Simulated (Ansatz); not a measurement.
Start from ZnS in the zinc blende structure (space group F-43m, No. 216; a = 5.3569 Å).

Computed with PBEsol (Ansatz, a program for electronic structure, PAW, scalar-relativistic without spin-orbit coupling), earlier PAW set.

Before the change:

```
Item                                               Result
-----------------------------  --------------------------
Band gap                                          2.08 eV
Smallest direct gap                               2.08 eV
Width of the top valence band                     2.86 eV
Hole mass                      0.18, 0.66, 0.66 mₑ (at Γ)
Gap character                                 direct at Γ
```

Modification: every lattice vector is shortened by 5.42 %, atoms relaxed at fixed cell.

Task: Predict the new band gap, smallest direct gap, width of the top valence band, hole mass and gap character.

Result: The band gap increases by 0.65 eV (2.08 eV → 2.73 eV); the smallest direct gap increases by 0.74 eV, from 2.08 eV to 2.82 eV; the width of the top valence band rises by 0.72 eV, from 2.86 eV to 3.58 eV; the hole mass (degenerate bands, along [100]) changes from 0.18, 0.66, 0.66 mₑ (at Γ) to 0.22, 0.53, 0.53 mₑ (at Γ); the gap character goes from direct at Γ to indirect, Γ → X.

The cells carry an imposed strain or load. Effective masses come from finite differences of ±0.01 Å⁻¹. Whether these cells are dynamically stable was not tested.
